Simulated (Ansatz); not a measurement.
Start from ZnCu in the CsCl type structure (space group Pm-3m, No. 221; relaxed with 0.1 eV smearing).

```xyz
2
Lattice="2.9085 0.0000 0.0000 0.0000 2.9085 0.0000 0.0000 0.0000 2.9085" Properties=species:S:1:pos:R:3 pbc="T T T"
Zn     1.4542     1.4542     1.4542
Cu     0.0000     0.0000     0.0000
```

Cartesian axes are those of the cell as printed.

Computed with PBEsol (Ansatz, a program for electronic structure), spin-orbit coupling left out.

Before the change:

- Shortest interatomic distance: 251.9 pm
- Pressure: 0.0 GPa

The change: uniaxial strain ε_zz = −3.00 %, all other strain components held at zero, atoms relaxed at fixed cell.

**Question.** How does this affect the shortest interatomic distance, pressure and energy relative to the base?

**Answer.** The shortest interatomic distance shrinks by 2.5 pm to 249.4 pm; the pressure (mean of the normal stresses, compression positive) goes from zero to 4.5 GPa; the energy increases by 5.2 meV/atom.

Stability against distortions was not tested. All final runs are without spin polarisation.
